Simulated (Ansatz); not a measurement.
Consider Cs2AgBiBr6 (space group Fm-3m, No. 225).

```
CELL_PARAMETERS angstrom
      0.00000     5.49816     5.49816
      5.49816     0.00000     5.49816
      5.49816     5.49816     0.00000
ATOMIC_POSITIONS crystal
  Bi 0.00000 0.00000 0.00000
  Ag 0.50000 0.50000 0.50000
  Cs 0.25000 0.25000 0.25000
  Cs 0.75000 0.75000 0.75000
  Br 0.25545 0.74455 0.25545
  Br 0.25545 0.74455 0.74455
  Br 0.74455 0.25545 0.74455
  Br 0.74455 0.25545 0.25545
  Br 0.25545 0.25545 0.74455
  Br 0.74455 0.74455 0.25545
```

Cartesian axes are those of the cell as printed.

Method: Kohn–Sham DFT with the LDA functional, run in Ansatz (a quantum-chemistry and plane-wave program) with PAW and 420 eV plane waves, spin-orbit coupling left out.

For the base:

The shortest interatomic distance comes out as 2.689 Å. The electron mass is 0.36 mₑ along k, 0.24 mₑ across (at L) and the pressure comes out as -0.01 GPa.

It is then changed as follows: tensor shear ε_xy = +1.60 % (engineering shear γ = 0.0320); the atoms relax in the strained cell.

What does the calculation give for the shortest interatomic distance after the change?

The shortest interatomic distance is nearly the same (2.689 Å against 2.688 Å).

What happens to the electron mass?

The electron mass changes from 0.36 mₑ along k, 0.24 mₑ across (at L) to 0.37 mₑ along k, 0.24 mₑ across (at L).

Predict the new pressure.

The pressure (mean of the normal stresses, compression positive) is nearly the same (-0.01 GPa against 0.00 GPa).

How does this affect the energy relative to the base?

The energy rises by 0.8 meV/atom.

With Bi present, leaving out spin-orbit coupling can change the band edges. The levels and masses belong to the bands next to the band gap. Effective masses come from finite differences of ±0.01 Å⁻¹. Along k means along the line from Γ to the band edge. Stability against distortions was not tested.
